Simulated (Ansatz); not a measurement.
End structure of a constructed model of the (111) surface of fcc Pd, a pseudomorphic layer of Ti in the host's stacking (bottom of the slab: a bare face, its two planes held):

```
CELL_PARAMETERS angstrom
      2.78861     0.00000     0.00000
     -1.39431     2.41501     0.00000
      0.00000     0.00000    30.50000
ATOMIC_POSITIONS crystal
  Pd 0.33333 0.66667 0.26975
  Pd 0.66667 0.33333 0.34440
  Pd 0.00000 0.00000 0.41880
  Pd 0.33333 0.66667 0.49349
  Pd 0.66667 0.33333 0.56870
  Pd 0.00000 0.00000 0.64596
  Ti 0.33333 0.66667 0.71624
```

Set-up: 7 atoms, 14.0 Å thick at the start; mesh 15x15x1; 0.1 eV smearing; dipole correction on; 2 atoms held, the rest relaxed; symmetry of the start imposed; no spin, no spin-orbit, no U. In PBE it lies 0.01 eV a 1x1 cell over the lowest computed structure of the same composition (a pseudomorphic layer of Ti in the other hollow).

Predict the work function of the top face from PBE run with Ansatz (an electronic-structure program).

4.40 eV
